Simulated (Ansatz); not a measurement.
Si (diamond structure), Σ17 (223) [1-10] symmetric tilt. One B atom replaces one Si atom in a bicrystal of 62 atoms (one solute to 62 Å² of one boundary, a high coverage); atoms relaxed, cell held. Energies count from the site farthest from both boundaries, which lies only 5.1 Å away; negative means that the solute is drawn to the site. The cell is neutral, and spin is allowed where the electrons are odd. k-points: Γ-centred 2×6×1 mesh; occupations: Fermi-Dirac, 0.050 eV; spin-polarised, moments started parallel. Scalar-relativistic, no spin-orbit coupling.

Sites tried, by distance from the nearest boundary plane (Å): 0.00, 0.00, 1.23, 1.93.

### Question
Does B segregate by PBE (Ansatz, a first-principles code), and with what energy at each site?

### Answer
0.00 Å: 0.21 eV; 0.00 Å: 0.27 eV; 1.23 Å: 0.36 eV; 1.93 Å: -0.23 eV. The most favoured site tried binds it by 0.23 eV.
